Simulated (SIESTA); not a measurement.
**Sensitivity of a calculation on BaTiO3 (Pm-3m, 5 atoms in the cell) to its settings**

```
CELL_PARAMETERS angstrom
      3.98323     0.00000     0.00000
      0.00000     3.98323     0.00000
      0.00000     0.00000     3.98323
ATOMIC_POSITIONS crystal
  Ba 0.50000 0.50000 0.50000
  Ti 0.00000 0.00000 0.00000
  O  0.50000 0.00000 0.00000
  O  0.00000 0.50000 0.00000
  O  0.00000 0.00000 0.50000
```

Base run A: SIESTA with GGA PBE, numerical atomic orbitals TZP, PseudoDojo PBE standard norm-conserving potentials (rewritten from UPF to PSML), self-consistent single point.

Its settings: XC.functional = GGA; XC.authors = PBE; potentials = PseudoDojo PBE standard; PAO.BasisSize = TZP; PAO.EnergyShift = 0.005 Ry; MeshCutoff = 350 Ry; kgrid.MonkhorstPack = 6 6 6; OccupationFunction = MP; OccupationMPOrder = 0; ElectronicTemperature = 50 meV; MaxSCFIterations = 150; SCF.Mixer.Method = Broyden; SCF.Mixer.Weight = 0.25; SCF.Mixer.History = 8; SCF.DM.Tolerance = 1.0E-04.

The starting cell comes from a database of computed structures (which also holds hypothetical and non-ambient phases and stackings), without a prior relaxation at this level. Its lattice was rescaled by a random factor within 2.5 % of one. Values carry the incompleteness of an atom-centred basis. The basis of the alkali or alkaline-earth atoms may lack their empty d shell, which can raise the gap. In the base run, with a pressure of about 5 GPa the cell is away from its equilibrium volume at this level.

ΔF is the free energy per atom less that of run A. A dash stands where there is no value to compare (another energy zero or no entropy term, no result, no spin, no clean gap, or a mesh too coarse for one). Total energies depend on the potentials, the functional and any Hubbard or dispersion term, so they are compared only between runs that share all of them.

Run A gave: pressure (GPa) 5.36; gap on the mesh (eV) 1.781; k-points 132; valence electrons 40.

Runs:
- B: cell doubled along axis 1, opposed starting moments (0 -0 1 -1 0 -0 0 -0 0 -0 μB); kgrid.MonkhorstPack: 6 6 6 → 3 6 6; Spin: default → polarized; DM.InitSpin: default → [1 +0.00, 2 -0.00, 3 +1.00, 4 -1.00, 5 +0.00, 6 -0.00, 7 +0.00, 8 -0.00, 9 +0.00, 10 -0.00]
- C: ElectronicTemperature: 50 meV → 200 meV
- D: kgrid.MonkhorstPack: 6 6 6 → 6 6 6 shifted by 0.0 0.0 0.5
- E: OccupationFunction: MP → FD; OccupationMPOrder: 0 → default; ElectronicTemperature: 50 meV → 300 meV
- F: kgrid.MonkhorstPack: 6 6 6 → 11 11 11
- G: MaxSCFIterations: 150 → 300; SCF.Mixer.Weight: 0.25 → 0.1; SCF.Mix: default → Hamiltonian
- H: MaxSCFIterations: 150 → 300; SCF.Mixer.Weight: 0.25 → 0.05
- I: XC.authors: PBE → AM05 [GGA AM05]

What does run I change against A?

The pressure goes from 5.36 to -0.27 GPa and the gap on the mesh goes from 1.781 to 1.757 eV.

What does run E change against A?

The free energy drops by 3.3 meV/atom, the pressure goes from 5.36 to 5.56 GPa and the gap on the mesh goes from 1.781 to 1.825 eV.

| run | ΔF (meV/atom) | pressure (GPa) | gap on the mesh (eV) | k-points | valence electrons |
|---|---|---|---|---|---|
| A | 0.00 | 5.36 | 1.781 | 132 | 40 |
| B | -0.05 | 5.33 | – | 65 | 80 |
| C | 0.00 | 5.36 | 1.781 | 132 | 40 |
| D | -0.15 | 5.36 | 1.787 | 108 | 40 |
| E | -3.3 | 5.56 | 1.825 | 132 | 40 |
| F | -0.22 | 5.36 | – | 666 | 40 |
| G | 0.00 | 5.36 | 1.781 | 132 | 40 |
| H | 0.00 | 5.36 | 1.781 | 132 | 40 |
| I | – | -0.27 | 1.757 | 132 | 40 |
